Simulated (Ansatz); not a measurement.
Start from CaS in the rock salt structure (space group Fm-3m, No. 225; a = 5.712 Å).

All numbers come from PBE/PAW in Ansatz (a quantum-chemistry and plane-wave program), spin-orbit coupling left out.

For the base:

The hole mass comes out as 0.23, 1.2, 1.2 mₑ (at Γ) and the smallest direct gap is 3.18 eV.

It is then changed as follows: every lattice vector is shortened by 2.00 %; the atoms relax in the strained cell.

Question: How does this affect the hole mass, mean gap deformation potential ΔEg/Δln V and smallest direct gap?

Answer: The hole mass (degenerate bands, along [100]) becomes 0.22, 1.1, 1.1 mₑ (at Γ) (base: 0.23, 1.2, 1.2 mₑ (at Γ)); the mean gap deformation potential ΔEg/Δln V is +2.4 eV; the smallest direct gap decreases by 0.10 eV to 3.08 eV.

Masses are band curvatures over ±0.01 Å⁻¹ around the edge. Stability against distortions was not tested.
